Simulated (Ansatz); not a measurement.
**A self-consistent single point of RbBa3 (I4/mmm, 4 atoms in the cell) with Ansatz (a quantum-chemistry and plane-wave program)**

Method of the run: r2SCAN, default PAW files made with PBE (plane waves; Ansatz).

Input as run:

Ansatz 0.2 input:
```yaml
# RbBa3
crystal:
  lattice:
    - [-3.20250500, 3.20250500, 6.79647000]
    - [3.20250500, -3.20250500, 6.79647000]
    - [3.20250500, 3.20250500, -6.79647000]
  atoms:
    - { symbol: Rb, position: [0.00000000, 0.00000000, 0.00000000] }
    - { symbol: Ba, position: [0.75000000, 0.25000000, 0.50000000] }
    - { symbol: Ba, position: [0.25000000, 0.75000000, 0.50000000] }
    - { symbol: Ba, position: [0.50000000, 0.50000000, 0.00000000] }
basis:
  ecutwfc: 500.0
kpoints:
  mp_grid: { grid: [6, 6, 6] }
hamiltonian:
  xc: r2scan
  pseudopotentials: { kind: paw }
scf:
  occupations: { method: cold, width: 0.1 }
output:
  forces: true
  eigenvalues: true
  stress: true
```

Output (repeated stretches shortened):

```
WARN ansatz: RAYON_NUM_THREADS=1 ignored (pool sized by the plan → 1); use --threads N
Pseudopotentials: kind: paw
Pseudopotential: Rb, paw, valence charge 9
Pseudopotential: Ba, paw, valence charge 10
Crystal: 4 atoms, lattice volume = 278.819 Å³
Basis set: ecut = 500 eV, 7093 PW (Γ), exchange–correlation on 240×240×240 points (64 copies of the dense FFT grid, shifted against one another)
Bands: 24, of which v1, the nominal top of the filled ones, is band 20 counted from 1 (19 counted from 0)
Symmetry: 16 space group operations
Space group: I4/mmm (ITA 139), of the structure as read, at distance tolerance 6.5e-5 Å
k-points: 30 of 216
PAW frozen core: Rb, regenerated for the run's functional
PAW frozen core: Ba, regenerated for the run's functional
Initial density: superposition of atomic densities (neutral atoms: chi_scale 0, normalization atom), corrected by the library's trained network
Initial wavefunctions: pseudopotential atomic-orbital guess
Eigensolver: davidson
Functional: x = r2scan, c = r2scan; τ floored in thin density (d = 2e-4 eV/Å³)
SCF iter   1: F=—  HF=-21170.680400 eV  |F-HF|=—  |Δ(HF+E_count)|=         —  Δρ=2.95e-3  dr2=4.35e-2  dr2_τ=3.25e-3  ethr=1.77e-3  ⟨swp⟩=9.3  Hψ=4122  notcnv=0
all-band conjugate gradients solve this SCF's bands
preconditioner: auto → Kerker (q_TF=auto, 1.966 Å⁻¹)
SCF iter   2: F=—  HF=-21170.802503 eV  |F-HF|=—  |Δ(HF+E_count)|=   1.22e-1  S|Δr|=    0.00e0  Δρ=2.09e-3  dr2=2.38e-2  dr2_τ=5.16e-4  ethr=1.11e-4  ⟨swp⟩=2.1  Hψ=1595  notcnv=0
SCF iter   3: F=—  HF=-21170.805600 eV  |F-HF|=—  |Δ(HF+E_count)|=   3.10e-3  S|Δr|=    0.00e0  Δρ=5.93e-4  dr2=2.65e-3  dr2_τ=1.43e-4  ethr=6.11e-5  ⟨swp⟩=2.2  Hψ=1295  notcnv=0
SCF iter   4: F=—  HF=-21170.806081 eV  |F-HF|=—  |Δ(HF+E_count)|=   4.82e-4  S|Δr|=    0.00e0  Δρ=1.70e-4  dr2=2.07e-4  dr2_τ=2.15e-5  ethr=6.80e-6  ⟨swp⟩=2.9  Hψ=1223  notcnv=0
SCF iter   5: F=—  HF=-21170.806100 eV  |F-HF|=—  |Δ(HF+E_count)|=   1.87e-5  S|Δr|=    0.00e0  Δρ=4.17e-5  dr2=9.26e-6  dr2_τ=2.59e-7  ethr=5.30e-7  ⟨swp⟩=3.0  Hψ=1189  notcnv=0
SCF iter   6: F=—  HF=-21170.805965 eV  |F-HF|=—  |Δ(HF+E_count)|=   1.35e-4  S|Δr|=    0.00e0  Δρ=1.19e-5  dr2=9.29e-7  dr2_τ=4.12e-8  ethr=2.38e-8  ⟨swp⟩=2.0  Hψ=1193  notcnv=0
SCF iter   7: F=-21170.805966 eV  HF=-21170.805966 eV  |F-HF|=1.62e-8  |Δ(HF+E_count)|=   6.55e-7  S|Δr|=    0.00e0  Δρ=3.04e-6  dr2=5.82e-8  dr2_τ=3.97e-9  ethr=2.56e-10  ⟨swp⟩=6.0  Hψ=4292  notcnv=0
SCF 1 converged in 7 iterations: F = -21170.805966 eV  dr2 = 5.82e-8
SCF converged after 7 iterations
Stability not checked (fill_not_monotonic)
Free energy (F): -21170.805966 eV
Harris-Foulkes:  -21170.805966 eV  (|F-HF|=1.62e-8)
Internal energy: -21170.803608 eV  (E = F + TS)
E sigma→0 (E₀):  -21170.805180 eV
Entropy (-TS):   -0.002358 eV (-0.589 meV/atom)
Fermi energy:    4.693632 eV
--- Per-component energies (eV) ---
  E_band       = -410.412431
  E_kinetic    = 688.715919
  E_local      = -1855.660653  (includes V_loc(G=0)·N_el)
  E_nonlocal   = 340.007258
  E_hartree    = 555.887074
  E_xc         = -587.205744
  E_vxc        = -581.623128  (∫ρ·V_xc dr)
  E_paw        = -18389.509352  (= ΣΔE_a)
  E_vpaw       = -143.368105  (= ΣTr[D̂ρ^β])
  E_aug_tail   = -0.000003  (compensation charges beyond the density's cutoff)
  E_vtau       = 29.745719  (kinetic-family band-sum trace: ∫τ·v_τ [+ j·A + Jᵃ·Aᵃ] dr)
  E_ewald      = -1923.102427
  E_core_change = 0.064320  (= ΣΔE_core)
  E_smearing   = -0.002358  (= −TS)
  E_closure    = 0.000000  (closes the sum)
  Σ components = -21170.805966   (vs F -21170.805966, Δ=0.00e0)
--- Forces (eV/Å), atoms counted from 1 ---
  atom   1  Rb    -0.00000000     0.00000000     0.00000000
   [... zero for the other atoms too ...]
  max |Σ_I F_I| component: 1.19e-18 eV/Å
--- Stress (GPa, compression-positive) ---
        0.226194       0.000000       0.000000
        0.000000       0.226194       0.000000
        0.000000       0.000000       0.237188
  P = ⅓ Tr σ = 0.2299 GPa (2.299 kbar)
  The stress holds the Pulay correction. Without it, at fixed plane waves, as pw.x and ABINIT print it: P = 0.2265 GPa
--- Band table (eV; the first three rows and the last of 30) ---
  k-point 0: bands = ["-25.6284", "-25.5949", "-25.5759", "-24.5185", "-10.4807", "-10.4353", "-10.4353", "-10.4073", "-10.4073", "-10.3387", "-10.2552", "-10.2399", "-10.2399", "-8.0818", "-8.0818", "-8.0680", "1.9440", "4.1171", "4.4809", [...]
  k-point 1: bands = ["-25.6270", "-25.5932", "-25.5788", "-24.5186", "-10.4845", "-10.4305", "-10.4274", "-10.4082", "-10.3846", "-10.3216", "-10.2945", "-10.2602", "-10.2362", "-8.0867", "-8.0818", "-8.0683", "2.2489", "4.3718", "4.6768", [...]
  k-point 2: bands = ["-25.6246", "-25.5896", "-25.5846", "-24.5186", "-10.5035", "-10.4642", "-10.4252", "-10.3912", "-10.3892", "-10.2989", "-10.2806", "-10.2791", "-10.2300", "-8.0884", "-8.0819", "-8.0690", "3.0573", "4.2952", "4.3429", [...]
  k-point 29: bands = ["-25.6238", "-25.5995", "-25.5759", "-24.5186", "-10.4809", "-10.4809", "-10.3880", "-10.3538", "-10.3538", "-10.3516", "-10.3361", "-10.2473", "-10.2473", "-8.0809", "-8.0809", "-8.0733", "2.9336", "3.1929", "4.0158", [...]
```

The run converged in 7 iterations.

The starting cell comes from a database of computed structures (which also holds hypothetical and non-ambient phases and stackings), without a prior relaxation at this level. Ansatz's pressure includes its estimate of the finite-basis (Pulay) stress.
